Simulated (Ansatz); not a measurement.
The starting structures come from a database of crystals and need not be the phases stable at ambient conditions.

Inside the gap of an insulator the Bloch states are evanescent, with a wavenumber k + iκ along the transport direction.

Consider the following.

```
CELL_PARAMETERS angstrom
      6.87686     0.00000     0.00000
      0.00000     8.77104     0.00000
      0.00000     0.00000     5.30127
ATOMIC_POSITIONS crystal
  K  0.64907 0.31430 0.25000
  K  0.35093 0.68570 0.75000
  K  0.14907 0.18570 0.75000
  K  0.85093 0.81430 0.25000
  Si 0.15110 0.45416 0.25000
  Si 0.84890 0.54584 0.75000
  Si 0.65110 0.04584 0.75000
  Si 0.34890 0.95416 0.25000
  H  0.70074 0.58069 0.96098
  H  0.29926 0.41931 0.03902
  H  0.20074 0.91931 0.03902
  H  0.79926 0.08069 0.96098
  H  0.79926 0.08069 0.53902
  H  0.20074 0.91931 0.46098
  H  0.29926 0.41931 0.46098
  H  0.70074 0.58069 0.53902
  H  0.30445 0.12513 0.25000
  H  0.69555 0.87487 0.75000
  H  0.80445 0.37487 0.75000
  H  0.19555 0.62513 0.25000
```

Space group of this cell: Pnma. The cell is taken as given.

Transport runs along the normal of the first two printed cell vectors.

The gap is the functional's own, uncorrected, and κ follows it; spin-orbit coupling is left out. Mid-gap values are interpolated between the computed energies.

**Question.** Predict the band gap and the smallest decay constant κ at mid-gap from r2SCAN (Ansatz, a program for electronic structure).

**Answer.** Gap 2.72 eV on a 6×4×6 mesh; κ = 0.315 1/Å, at (0.000, 0.250) of the in-plane reciprocal vectors. At the zone centre, at the nearest computed energy, the slowest state has κ = 0.32 1/Å.
